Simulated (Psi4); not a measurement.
Psi4 1.11, unrestricted PBE/def2-svp: CC([O])CO, charge 0, multiplicity 2, 12 atoms. The geometry is a generated start, not checked to be a minimum at this level.

```yaml
task: energy
method: pbe
basis: def2-svp
memory: 3 GB
maxiter: 100
keys_of_the_molecule_block: symmetry c1
scf_type: df (default)
diis_max_vecs: 10 (default)
e_convergence: 1e-06 (default)
d_convergence: 1e-06 (default)
dft_radial_points: 75 (default)
dft_spherical_points: 302 (default)
basis_functions: 105
grid_points: 255599
```

```xyz
12

C      1.1893     0.8631     0.0672
C      0.5420    -0.5299     0.1956
O      1.0126    -1.3052     1.1370
C     -1.0118    -0.4581     0.1500
O     -1.4135     0.0987    -1.0788
H      0.9673     1.4311     0.9691
H      2.2694     0.7693    -0.0232
H      0.7836     1.3770    -0.7986
H      0.7885    -1.0329    -0.7785
H     -1.3359     0.1667     0.9946
H     -1.4147    -1.4697     0.2887
H     -2.3768     0.0899    -1.1230
```

Charge 0 and multiplicity 2 are set for this test and not shown to be the ground state.

With the defaults (damping_percentage = 0, diis = true, scf_initial_accelerator = adiis, level_shift = 0, level_shift_cutoff = 0.01, soscf = false, soscf_start_convergence = 0.01, guess = auto, which took SAD) it converges in 13 SCF iterations. One run each on 2 threads, with these changes:
- damping_percentage = 60, diis = false, scf_initial_accelerator = none
- guess = huckel
- guess = core
- level_shift = 0.1, level_shift_cutoff = 0.001
- damping_percentage = 60
- guess = sadno
- soscf = true
- soscf = true, soscf_start_convergence = 0.001
- guess = sapgau

### Question
Which runs fail or end elsewhere than the default run?

### Answer
No convergence: damping_percentage = 60; damping_percentage = 60, diis = false, scf_initial_accelerator = none (the run ends without SCF convergence in 100 iterations). The rest reach the solution of the defaults.

| setting | SCF iterations | JK calls | end |
|---|---|---|---|
| soscf = true | 8 | 29 | same solution |
| soscf = true, soscf_start_convergence = 0.001 | 9 | 25 | same solution |
| level_shift = 0.1, level_shift_cutoff = 0.001 | 12 | 13 | same solution |
| the defaults | 13 | 14 | same solution |
| guess = sadno | 14 | 14 | same solution |
| guess = sapgau | 14 | 14 | same solution |
| guess = huckel | 15 | 32 | same solution |
| guess = core | 15 | 15 | same solution |
| damping_percentage = 60 | 100 | 101 | no convergence |
| damping_percentage = 60, diis = false, scf_initial_accelerator = none | 100 | 101 | no convergence |

An SOSCF iteration holds several JK calls; a Hückel guess adds calls on atoms.
